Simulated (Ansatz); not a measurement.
A computed series for In2S3: response to strain

Base system: In₂S₃ in the corundum structure (space group R-3c, No. 167; a = 6.5736 Å, c = 17.6080 Å (hexagonal axes); a cell from a computed database, its experimental status unchecked). Axes: x lies along a and z along c of the hexagonal cell.

Strains are applied to the cell and any free atomic positions relax; under biaxial strain the out-of-plane vector relaxes too.

All numbers come from PBEsol (Ansatz, a quantum-chemistry and plane-wave program), no spin-orbit coupling.

Candidates:
(a) isotropic strain +0.62 %
(b) isotropic strain +0.42 %
(c) uniaxial strain ε_zz = −3.59 %
(d) biaxial strain +0.44 %, plane normal [001], relaxed out of plane

Before the change:

| Property | Result |
|---|---|
| Band gap | 0.45 eV |

**Question.** Order them by band gap, lowest first.

**Answer.** (a) isotropic strain +0.62 % (0.32 eV), (b) isotropic strain +0.42 % (0.36 eV), (d) biaxial strain +0.44 %, plane normal [001], relaxed out of plane (0.41 eV), (c) uniaxial strain ε_zz = −3.59 % (0.67 eV)

Whether these cells are dynamically stable was not tested.
